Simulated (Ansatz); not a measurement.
The starting structures come from a database of crystals and need not be the phases stable at ambient conditions.

Inside the gap of an insulator the Bloch states are evanescent, with a wavenumber k + iκ along the transport direction.

Consider the following.

```xyz
12
Lattice="5.0210 0.0000 0.0000 2.5105 6.3154 0.0000 2.5105 -0.0857 10.4194" Properties=species:S:1:pos:R:3 pbc="T T T"
K      5.0210     0.9015     1.8725
K      5.0210     5.3282     8.5470
K      5.0210     4.7823     4.2578
K      5.0210     1.4475     6.1616
Na     7.5315     2.8357     9.0285
Na     2.5105     3.3941     1.3910
B      2.5105     3.1149     5.2097
B      2.5105     0.0000     0.0000
P      5.0210     4.7916     0.9213
P      5.0210     1.4381     9.4982
P      2.5105     1.9109     3.8955
P      7.5315     4.3188     6.5239
```

The cell is taken as given; by r2SCAN it stands under a pressure of -0.6 GPa.

Transport runs along the normal of the first two printed cell vectors.

The gap is the functional's own. No spin-orbit coupling. Mid-gap values are those at the computed energy nearest the middle.

### Question
Predict the band gap and the smallest decay constant κ at mid-gap from r2SCAN run with Ansatz (a program for electronic structure).

### Answer
Gap 2.14 eV on a 8×8×8 mesh; κ = 0.330 1/Å, at (0.000, 0.167) of the in-plane reciprocal vectors. At the zone centre the slowest state has κ = 0.34 1/Å.
